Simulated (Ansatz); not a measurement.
**Several settings converged on LaSi2Ag2 (I4mm, 5 atoms in the cell)**

```
CELL_PARAMETERS angstrom
     -2.16323     2.16323     5.35603
      2.16323    -2.16323     5.35603
      2.16323     2.16323    -5.35603
ATOMIC_POSITIONS crystal
  La 0.00467 0.00467 0.00000
  Si 0.60961 0.60961 0.00000
  Si 0.39039 0.39039 0.00000
  Ag 0.25000 0.75000 0.50000
  Ag 0.75000 0.25000 0.50000
```

Base method: LDA (PW92), default PAW files made with PBE (plane waves; Ansatz, a first-principles code).

Base settings: basis.ecutwfc = 420 eV; kpoints.mp_grid.grid = 7 7 7; hamiltonian.xc = lda; hamiltonian.pseudopotentials = {kind: paw} (the program's default PAW files); scf.occupations.method = fermi_dirac; scf.occupations.width = 0.1 eV.

The count of work is k-points × plane waves × bands × iterations; it is no time. Core times come from one kind of shared machine, to one figure; runs under 30 s give none.

**The cutoff for other potential files**

Level: DFT, LDA (PW92), plane waves, harder PAW files (source: ansatz) made with PBE.

In this ladder: hamiltonian.pseudopotentials = {kind: paw, source: ansatz}.

The second cell is the first with its lattice scaled by 0.98.

The mesh stays at the base's, so the ladder's end is converged at best in this setting alone.

The first pressure column holds Ansatz's estimate of the finite-basis (Pulay) stress, which hides part of the cutoff error; the other is without it.

Only quantities that move along the ladder and can be compared are tabulated.

| basis.ecutwfc | free energy less the last step's (meV/atom) | energy of the compressed cell less the first (meV/atom) | pressure (GPa) | pressure without the Pulay estimate (GPa) | largest difference of a force vector from the last step's (eV/Å) | count of work / last | core time / last (rough) |
|---|---|---|---|---|---|---|---|
| 270 eV | 1333.86 | -29.36 | -7.33 | -70.80 | 0.053 | 0.090 | – |
| 330 eV | 163.27 | -34.15 | -7.17 | -17.93 | 0.016 | 0.14 | – |
| 420 eV | 3.88 | -32.64 | -7.05 | -7.37 | 0.001 | 0.21 | – |
| 510 eV | 0.91 | -32.70 | -7.05 | -7.07 | 0.000 | 0.27 | 0.3 |
| 600 eV | 0.65 | -32.70 | -7.05 | -7.06 | 0.000 | 0.36 | 0.2 |
| 720 eV | 0.30 | -32.70 | -7.05 | -7.06 | 0.000 | 0.46 | 0.4 |
| 900 eV | 0.13 | -32.70 | -7.05 | -7.05 | 0.000 | 0.64 | 0.6 |
| 1200 eV | 0.00 | -32.70 | -7.05 | -7.05 | 0.000 | 1.0 | 1 |

Coarsest basis.ecutwfc that holds the free energy within 5 meV/atom of the last step, with all finer ones: 420 eV, at 0.21 of the last step's count of work; the step before is off by 160 meV/atom.

Coarsest basis.ecutwfc that holds the energy of the compressed cell less the first within 0.2 meV/atom of the last step, with all finer ones: 420 eV, at 0.21 of the last step's count of work; the step before is off by 1.4 meV/atom.

Coarsest basis.ecutwfc that holds the pressure within 0.1 GPa of the last step, with all finer ones: 420 eV, at 0.21 of the last step's count of work; the step before is off by 0.12 GPa.

The energy difference between the two cells stays within 1 meV/atom of the last step's from 420 eV on, the total only from 510 eV on: much of the error is common to both cells and cancels.

At the lowest cutoff the pressure without the Pulay estimate lies 63.7 GPa under the last step's, the usual sign of Pulay stress in an incomplete plane-wave basis.

**The relaxed cell against the cutoff**

On LaSi₂Ag₂ (I4/mmm, 5 atoms in the cell): atoms on their sites.

In this ladder: relax = cell and atoms.

The mesh stays at the base's, so the ladder's end is converged at best in this setting alone.

Only quantities that move along the ladder and can be compared are tabulated.

```tsv
basis.ecutwfc	relaxed volume (Å³/atom)	relaxation steps	core time / last (rough)
250 eV	18.755	20	0.7
295 eV	18.628	14	0.4
355 eV	18.617	9	0.4
420 eV	18.611	6	0.3
505 eV	18.609	6	0.5
630 eV	18.610	6	0.7
840 eV	18.609	6	1
```

Coarsest basis.ecutwfc that holds the relaxed volume within 0.093 Å³/atom of the last step, with all finer ones: 295 eV, at about 0.4 of the last step's time; the step before is off by 0.15 Å³/atom.

At the lowest cutoff the cell relaxes to a volume 0.8 % larger than at the highest. Ansatz relaxes on a stress corrected for the finite basis.

On the base run: the starting cell comes from a database of computed structures (which also holds hypothetical and non-ambient phases and stackings), without a prior relaxation at this level. Its lattice was rescaled by up to half a per cent. One atom was moved a little off its site on purpose.

Left out of this page: 1 run of the series stopped by limits of time or memory.

Keys are those of Ansatz 0.2.
